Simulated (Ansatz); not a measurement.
## NaAu$_{2}$ in the cubic Laves (MgCu2 type) structure (space group Fd-3m, No. 227)

```cif
data_Au16Na8
_chemical_formula_sum 'Na8 Au16'
_space_group_name_H-M_alt 'Fd-3m :1'
_space_group_IT_number 227
_space_group_name_Hall 'F 4d 2 3 -1d'
_cell_length_a 7.85080
_cell_length_b 7.85080
_cell_length_c 7.85080
_cell_angle_alpha 90.000
_cell_angle_beta 90.000
_cell_angle_gamma 90.000
loop_
_atom_site_label
_atom_site_type_symbol
_atom_site_symmetry_multiplicity
_atom_site_Wyckoff_symbol
_atom_site_fract_x
_atom_site_fract_y
_atom_site_fract_z
_atom_site_occupancy
Na1 Na 8 b 0.50000 0.50000 0.50000 1
Au1 Au 16 c 0.12500 0.12500 0.12500 1
```
(The calculation used a cell of 6 atoms; values per cell refer to that cell.)

Method: Ansatz (a quantum-chemistry and plane-wave program), r2SCAN, PAW, cutoff 500 eV, no spin-orbit coupling. k-mesh 10×10×10 (Γ-centred); smearing 0.05 eV (Fermi–Dirac).

```json
{
  "volume_per_atom": "20.16 Å³",
  "density": "11.45 g/cm³",
  "band_gap": "zero",
  "total_energy": "-9272.261 eV/atom (σ→0; compares only within this code and set-up)"
}
```

No phonon test of stability was made.
